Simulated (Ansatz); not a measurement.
The parent structure is BN in the wurtzite structure (space group P6_3mc, No. 186).

```yaml
crystal:
  lattice:
    - [2.52320, 0.00000, 0.00000]
    - [-1.26160, 2.18516, 0.00000]
    - [0.00000, 0.00000, 4.17514]
  atoms:
    - { symbol: B, position: [0.33333, 0.66667, 0.00030] }
    - { symbol: B, position: [0.66667, 0.33333, 0.50030] }
    - { symbol: N, position: [0.33333, 0.66667, 0.37470] }
    - { symbol: N, position: [0.66667, 0.33333, 0.87470] }
```

Cartesian axes are those of the cell as printed.

Calculations: LDA (Ansatz, a quantum-chemistry and plane-wave program; PAW; 420 eV plane waves; spin-orbit coupling left out).

Base values:

| Item | Value |
|---|---|
| Smallest direct gap | 8.29 eV |
| Electron mass | 0.30 mₑ along c, 0.50 mₑ across (at K) |

Modification: uniaxial strain ε_zz = −2.40 %, all other strain components held at zero, atoms relaxed at fixed cell.

**Question.** Estimate the effect on the smallest direct gap.

**Answer.** The smallest direct gap decreases by 0.04 eV, from 8.29 eV to 8.25 eV.

**Question.** How does this affect the electron mass?

**Answer.** The electron mass changes from 0.30 mₑ along c, 0.50 mₑ across (at K) to 0.29 mₑ along z, 0.50 mₑ across (at K).

Effective masses come from finite differences of ±0.01 Å⁻¹. No phonon test of stability was made.
